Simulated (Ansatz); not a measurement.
Take TiB2 (space group P6/mmm, No. 191; relaxed with 0.1 eV smearing) as the base.

```yaml
crystal:
  lattice:
    - [3.03238, 0.00000, 0.00000]
    - [-1.51619, 2.62612, 0.00000]
    - [0.00000, 0.00000, 3.22383]
  atoms:
    - { symbol: Ti, position: [0.00000, 0.00000, 0.00000] }
    - { symbol: B, position: [0.66667, 0.33333, 0.50000] }
    - { symbol: B, position: [0.33333, 0.66667, 0.50000] }
```

Cartesian axes are those of the cell as printed.

Level of theory: Ansatz (a quantum-chemistry and plane-wave program), PBE, PAW, cutoff 420 eV, no spin-orbit coupling.

It is then changed as follows: the cell is compressed by 1.50 % along z with no lateral relaxation, atoms relaxed at fixed cell.

Question: Predict the stress tensor and what it implies for the stiffness.

Answer: Stress of the strained cell less that of the base (GPa, compression positive):
```
    1.6     0.0     0.0
    0.0     1.6     0.0
    0.0     0.0     7.1
```

Then −Δσ_ii/ε with ε = -0.0150 gives secant stiffness values (nonlinear terms included at this strain): C33 ≈ 471 GPa, C13 ≈ 108 GPa and C23 ≈ 108 GPa.

Stability against distortions was not tested. All final runs are without spin polarisation.
